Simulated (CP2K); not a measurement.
Band structure of MgSc (Pm-3m, 2 atoms in the cell).

```xyz
2
Lattice="3.6669 0.0000 0.0000 0.0000 3.6669 0.0000 0.0000 0.0000 3.6669" Properties=species:S:1:pos:R:3 pbc="T T T"
Mg     0.0000     0.0000     0.0000
Sc     1.8335     1.8335     1.8335
```

Method: LDA (Pade form), GPW, TZVP-MOLOPT-SR-GTH basis, GTH-PADE potentials (GTH_POTENTIALS) (CP2K).

Settings: CUTOFF = 600 Ry; REL_CUTOFF = 40 Ry; SMEAR/METHOD = FERMI_DIRAC; ELECTRONIC_TEMPERATURE = 1160.45 K; KPOINTS/SCHEME = MONKHORST-PACK 12 12 12; GAMMA_CENTERED = T; XC_FUNCTIONAL = PADE; Mg/BASIS_SET = TZVP-MOLOPT-SR-GTH-q2; Mg/POTENTIAL = GTH-PADE-q2; Sc/BASIS_SET = TZVP-MOLOPT-SR-GTH-q11; Sc/POTENTIAL = GTH-PADE-q11; METHOD = GPW; EPS_DEFAULT = 1e-10; EXTRAPOLATION = USE_GUESS.

The starting cell comes from a database of computed structures (which also holds hypothetical and non-ambient phases and stackings), without a prior relaxation at this level. Its lattice was rescaled by a random factor within 2.5 % of one. Values carry the incompleteness of an atom-centred basis.

Levels in eV from the Fermi level, bands 4 to 9:
```
point       4      5      6      7      8     9
-----  ------  -----  -----  -----  -----  ----
Γ      -28.27  -5.88  -0.04  -0.04   2.15  2.15
X      -28.26  -3.13  -3.04   0.41   1.10  1.10
M      -28.26  -2.17  -0.42  -0.38  -0.38  1.48
R      -28.32  -0.98  -0.98  -0.98   2.65  2.78
```

Bands cross the Fermi level along this path, so the cell is metallic at this level.

Higher empty bands are left out: an atom-centred basis made for the valence describes them poorly.
